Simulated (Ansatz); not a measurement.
Base system: GaSe in the beta-GaS type structure (space group P6_3/mmc, No. 194; a = 3.769 Å, c = 15.964 Å; layered, stacked along the Cartesian z axis).

Calculations: Ansatz (a first-principles code), PBE-D3(BJ), PAW, cutoff 420 eV, without spin-orbit coupling, earlier PAW set.

For the base:

The c/a ratio comes out as 4.235 and the lattice parameter a is 3.769 Å.

Perturbation: a negative pressure, −1 GPa.

**Question.** Estimate the effect on the c/a ratio.

**Answer.** The c/a ratio goes up by 0.126 (4.235 → 4.361).

**Question.** Estimate the effect on the lattice parameter a.

**Answer.** The lattice parameter a rises by 0.027 Å to 3.796 Å.

Load acts through the strain it causes; cell and atoms are relaxed under it. No phonon test of stability was made.
